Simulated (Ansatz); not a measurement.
Base system: InSb (space group Cmcm, No. 63; a = 6.0093 Å, b = 6.2454 Å, c = 17.3088 Å; a cell from a computed database, its experimental status unchecked). Axes: x, y, z lie along a, b, c of the conventional cell.

Calculations: Kohn–Sham DFT with the PBEsol functional, run in Ansatz (a first-principles code) with PAW and 420 eV plane waves, without spin-orbit coupling.

For the base:

The pressure is 0.0 GPa. The volume per atom comes out as 27.07 Å³.

The change: biaxial strain +1.07 %, plane normal [001], relaxed out of plane (Cartesian); in-plane vectors clamped, the third vector and the atoms free.

Task: What does the calculation give for the pressure and volume per atom after the change?

Result: The pressure (mean of the normal stresses, compression positive) goes from zero to -0.7 GPa; the volume per atom goes up by 0.31 Å³, from 27.07 Å³ to 27.38 Å³.

Stability against distortions was not tested. All final runs are without spin polarisation. This is not the structure that InSb has at room temperature and ambient pressure.
